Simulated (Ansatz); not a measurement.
AlB2-type ZrB2 was calculated with PBE-D3(BJ) (Ansatz, a quantum-chemistry and plane-wave program, plane waves, PAW).

Numerical settings: plane-wave cutoff 520 eV, 24×24×18 k mesh (along the axes of the cell as run), Fermi–Dirac smearing 0.083 eV (set by the program), scalar-relativistic PAW data made under PBE.

Cell (relaxed at this level):

ZrB2 has the hexagonal space group P6/mmm (No. 191), Pearson symbol hP3. Lattice parameters: a = b = 3.145 Å, c = 3.509 Å, α = β = 90.00°, γ = 120.00°. Zr on 1a is surrounded by 12 B at 2.525 Å. B on 2d is surrounded by 3 B at 1.816 Å and 6 Zr at 2.525 Å. (Neighbours: up to the widest gap in distance over summed covalent radii, below 1.35, at either atom; cation-cation and far metal-metal contacts left out.)

Task: What does this level give for the Voigt–Reuss–Hill bulk modulus, elastic constant C13, elastic constant C66, elastic constant C11, elastic constant C12, elastic constant C33 and elastic constant C44?

Result: 
* **Voigt–Reuss–Hill bulk modulus**: 250 GPa
* **elastic constant C13**: 128 GPa
* **elastic constant C66**: 269 GPa
* **elastic constant C11**: 592 GPa
* **elastic constant C12**: 53.5 GPa
* **elastic constant C33**: 456 GPa
* **elastic constant C44**: 271 GPa

Measured, for comparison: elastic constant C13 121 GPa, elastic constant C11 568 GPa, elastic constant C12 57 GPa, elastic constant C33 441 GPa (room temperature, not corrected to a static lattice; as tabulated in Zhang et al. (2020), arXiv:1911.03307). Computed (rounded) less measured: elastic constant C13 +6 %, elastic constant C11 +4 %, elastic constant C12 -6 %, elastic constant C33 +3 %. A static lattice is as a rule a little smaller and stiffer than an uncorrected measurement, which narrows the difference in the elastic constant C13, elastic constant C11, elastic constant C33 and would widen misses of the other sign.

Note: the dispersion coefficients are held fixed in the derivatives.

Elastic constants are with the ions relaxed.

Computed values are for the static lattice.

It cost around 30 core-minutes (rough) of CPU time.
